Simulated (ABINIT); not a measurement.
A relaxation of the atoms of K₃Pd (P4mm, 4 atoms in the cell) with ABINIT.

Method of the run: LDA (PW92), PAW (JTH v2.0 LDA PAW) (plane waves; ABINIT 10.0.3).

Input:

```
# K3Pd, JTH v2.0 LDA PAW
pp_dirpath "./"
pseudos "K.LDA_PW-JTH.xml, Pd.LDA_PW-JTH.xml"
acell 10.2381298521 10.2381298521 10.2381298521
rprim
         1.0000000000    0.0000000000    0.0000000000
         0.0000000000    1.0000000000    0.0000000000
         0.0000000000    0.0000000000    1.0000000000
natom 4
ntypat 2
znucl 19 46
typat 1 1 1 2
xred
         0.5000000000    0.5000000000    0.0276870000
         0.0000000000    0.5000000000    0.5000000000
         0.5000000000    0.0000000000    0.5000000000
         0.0000000000    0.0000000000    0.0000000000
ecut 24
pawecutdg 48
pawxcdev 0
ixc 7
occopt 3
tsmear 0.00367493
nband 30
kptopt 1
ngkpt 3 3 3
nshiftk 1
shiftk 0 0 0
nstep 100
tolvrs 1.0e-11
ionmov 22
ntime 40
tolmxf 9.72e-05
prtwf 0
prtden 0
prtvol 1
enunit 2
```

Output, abridged:

```
   1.99991  -0.00398   0.00000   0.00000   0.00000   0.00000   0.00002   0.00000   0.00000   0.00000   0.00000   0.00000 ...
  -0.00398   1.09175   0.00000   0.00022   0.00000   0.00000  -0.00058   0.00000   0.00000   0.00000  -0.00000   0.00000 ...
   0.00000   0.00000   1.99953   0.00000   0.00000   0.00050   0.00000   0.00000   0.00000   0.00017   0.00000   0.00000 ...
   [... 9 lines left out ...]
   ...  only 12  components have been written...

 Write iteration in HIST netCDF file

---OUTPUT-----------------------------------------------------------------------

 Cartesian coordinates (xcart) [bohr]
  5.11906492605000E+00  5.11906492605000E+00  7.64933380801676E-02
  0.00000000000000E+00  5.11906492605000E+00  5.21219429897806E+00
  5.11906492605000E+00  0.00000000000000E+00  5.21219429897806E+00
  0.00000000000000E+00  0.00000000000000E+00  2.07110172788034E-02
 Reduced coordinates (xred)
  5.00000000000000E-01  5.00000000000000E-01  7.47141706397459E-03
  0.00000000000000E+00  5.00000000000000E-01  5.09096326601968E-01
  5.00000000000000E-01  0.00000000000000E+00  5.09096326601968E-01
  0.00000000000000E+00  0.00000000000000E+00  2.02292973208923E-03
 Cartesian forces (fcart) [Ha/bohr]; max,rms= 1.39065E-04 4.65866E-05 (free atoms)
 -0.00000000000000E+00 -0.00000000000000E+00  3.32359069465751E-05
 -0.00000000000000E+00 -0.00000000000000E+00  5.29147284764166E-05
 -0.00000000000000E+00 -0.00000000000000E+00  5.29147284764166E-05
 -0.00000000000000E+00 -0.00000000000000E+00 -1.39065363899408E-04
 Gradient of E wrt nuclear positions in reduced coordinates (gred)
 -0.00000000000000E+00 -0.00000000000000E+00 -3.40273531071348E-04
 -0.00000000000000E+00 -0.00000000000000E+00 -5.41747861230167E-04
 -0.00000000000000E+00 -0.00000000000000E+00 -5.41747861230167E-04
  0.00000000000000E+00  0.00000000000000E+00  1.42376925353168E-03
 Total energy (etotal) [Ha]= -2.14695093061777E+02

 Difference of energy with previous step (new-old):
           Absolute (Ha)=-9.32412E-07
           Relative     =-4.34296E-09
 fconv : at Broyd/MD step   7, gradients have not converged yet.
  max grad (force/stress) = 1.3907E-04 > tolmxf= 9.7200E-05 ha/bohr (free atoms)

--- !Ionmov22Error
src_file: m_pred_bfgs.F90
src_line: 798
mpi_rank: 0
message: |
    Lbfgs routine failed. Returned value: 0
    Restart your calculation from last step or try a different ionmov
...

 abinit_abort: decision taken to exit. Check above messages for more info
Abort(13) on node 0 (rank 0 in comm 0): application called MPI_Abort(MPI_COMM_WORLD, 13) - process 0
```

The program stopped with an error. 

The starting cell comes from a database of computed structures (which also holds hypothetical and non-ambient phases and stackings), without a prior relaxation at this level. Its lattice was rescaled by up to half a per cent. For this run, on top of that: one atom moved by 0.15 angstrom.

Cost on one core of a shared machine: roughly 20 min.
